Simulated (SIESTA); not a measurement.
# A short convergence ladder for VOs (Pm-3m, 2 atoms in the cell)

```
VOs
1.0
    3.00149     0.00000     0.00000
    0.00000     3.00149     0.00000
    0.00000     0.00000     3.00149
V Os
1 1
Direct
  0.00000   0.00000   0.00000
  0.50000   0.50000   0.50000
```
Moments meant for the start (each program seeds them in its own way; μB, in the order of the atoms V Os): 2.0 0.0.

Base method: LDA PW92, numerical atomic orbitals DZP, PseudoDojo LDA standard norm-conserving potentials (rewritten from UPF to PSML) (SIESTA).

Base settings: XC.functional = LDA; XC.authors = PW92; potentials = PseudoDojo LDA standard; PAO.BasisSize = DZP; PAO.EnergyShift = 0.005 Ry; MeshCutoff = 300 Ry; kgrid.MonkhorstPack = 5 5 5; OccupationFunction = FD; ElectronicTemperature = 0.1 eV; Spin = polarized.

Core times come from one kind of shared machine, to one figure; runs under 30 s give none.

**The force threshold of a relaxation**

On VOs (P4mm, 2 atoms in the cell): one atom moved by 0.15 angstrom.

In this ladder: MD.TypeOfRun = Broyden; MD.Steps = 40.

The mesh stays at the base's, so the ladder's end is converged at best in this setting alone.

Only quantities that move along the ladder and can be compared are tabulated.

| MD.MaxForceTol | free energy less the last step's (meV/atom) | largest force left (eV/Å) | relaxation steps | core time / last (rough) |
|---|---|---|---|---|
| 0.2 eV/Ang | 0.20 | 0.0678 | 3 | 0.3 |
| 0.1 eV/Ang | 0.20 | 0.0678 | 3 | 0.4 |
| 0.05 eV/Ang | 0.03 | 0.0360 | 10 | 0.7 |
| 0.03 eV/Ang | -0.01 | 0.0124 | 12 | 0.8 |
| 0.02 eV/Ang | -0.01 | 0.0124 | 12 | 0.8 |
| 0.01 eV/Ang | 0.00 | 0.0023 | 17 | 1 |
| 0.005 eV/Ang | 0.00 | 0.0023 | 17 | 1 |

Coarsest MD.MaxForceTol that holds the free energy within 0.05 meV/atom of the last step, with all finer ones: 0.05 eV/Ang; the step before is off by 0.20 meV/atom.

Coarsest MD.MaxForceTol that holds the largest force left within 0.005 eV/Å of the last step, with all finer ones: 0.01 eV/Ang; the step before is off by 0.010 eV/Å.

Two neighbours can agree and both be off: 0.2 eV/Ang and 0.1 eV/Ang differ by 0.00 meV/atom in the free energy, yet lie about 0.20 meV/atom from the last step.

On the base run: the starting cell comes from a database of computed structures (which also holds hypothetical and non-ambient phases and stackings), without a prior relaxation at this level. Its lattice was rescaled by up to half a per cent. The starting moments vanished: the run ended non-magnetic, which need not be the lowest state. Values carry the incompleteness of an atom-centred basis. In the base run, with a pressure of about -10 GPa the cell is away from its equilibrium volume at this level. Without a gap this mesh is coarse (it stands for a supercell whose shortest vector is 15 Å).

Left out of this page: 2 runs of the series failed or unconverged.
